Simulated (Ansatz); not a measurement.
# BN, response to strain

The parent structure is BN in the h-BN type structure (space group P6_3/mmc, No. 194; layered, stacked along the Cartesian z axis).

```yaml
crystal:
  lattice:
    - [2.50059, 0.00000, 0.00000]
    - [-1.25029, 2.16557, 0.00000]
    - [0.00000, 0.00000, 6.52584]
  atoms:
    - { symbol: B, position: [0.33333, 0.66667, 0.25000] }
    - { symbol: B, position: [0.66667, 0.33333, 0.75000] }
    - { symbol: N, position: [0.33333, 0.66667, 0.75000] }
    - { symbol: N, position: [0.66667, 0.33333, 0.25000] }
```

Cartesian axes are those of the cell as printed.

Strains are applied to the cell and any free atomic positions relax; under biaxial strain the out-of-plane vector relaxes too.

Computed with Ansatz (a quantum-chemistry and plane-wave program) r2SCAN+rVV10, spin-orbit coupling left out.

Notes on the quantities. pressure: mean of the normal stresses, compression positive.

```tsv
change	smallest direct gap	volume per atom	band gap	pressure	gap character
base	5.18 eV	8.83 Å³	4.74 eV	0.00 GPa	indirect, k = (0.267, 1/3, 0) in the run's primitive reciprocal basis → M
biaxial strain −4.40 %, plane normal [001], relaxed out of plane	5.54 eV	8.07 Å³	4.97 eV	41.13 GPa	indirect, k = (0.267, -0.400, 0) in the run's primitive reciprocal basis → M
biaxial strain −3.02 %, plane normal [001], relaxed out of plane	5.43 eV	8.31 Å³	4.90 eV	26.36 GPa	indirect, k = (0.267, -0.400, 0) in the run's primitive reciprocal basis → M
biaxial strain +2.40 %, plane normal [001], relaxed out of plane	4.98 eV	9.25 Å³	4.61 eV	[?]	indirect, k = (0.267, -0.400, 0) in the run's primitive reciprocal basis → M
isotropic strain +3.98 %	4.98 eV	9.93 Å³	[?]	-24.28 GPa	–
isotropic strain +5.63 %	4.85 eV	10.41 Å³	4.51 eV	-31.27 GPa	–
uniaxial strain ε_xx = −0.92 %	5.21 eV	8.75 Å³	4.72 eV	3.56 GPa	indirect, k = (0.400, 0.267, 0) in the run's primitive reciprocal basis → Y
uniaxial strain ε_xx = +2.85 %	4.97 eV	9.09 Å³	4.59 eV	-9.91 GPa	indirect, k = (0.267, 1/3, 0) in the run's primitive reciprocal basis → S
uniaxial strain ε_xx = +5.35 %	4.76 eV	9.31 Å³	4.47 eV	-17.30 GPa	indirect, k = (0.200, 0.400, 0) in the run's primitive reciprocal basis → S
uniaxial strain ε_zz = −2.46 %	[?]	8.62 Å³	4.70 eV	0.37 GPa	indirect, k = (0.267, 1/3, 0) in the run's primitive reciprocal basis → M
```

Question: Complete the table.

Answer: 
- biaxial strain +2.40 %, plane normal [001], relaxed out of plane, pressure: -16.14 GPa
- isotropic strain +3.98 %, band gap: 4.58 eV
- uniaxial strain ε_zz = −2.46 %, smallest direct gap: 5.10 eV

Stability against distortions was not tested. k-point labels follow each cell's own Brillouin zone.
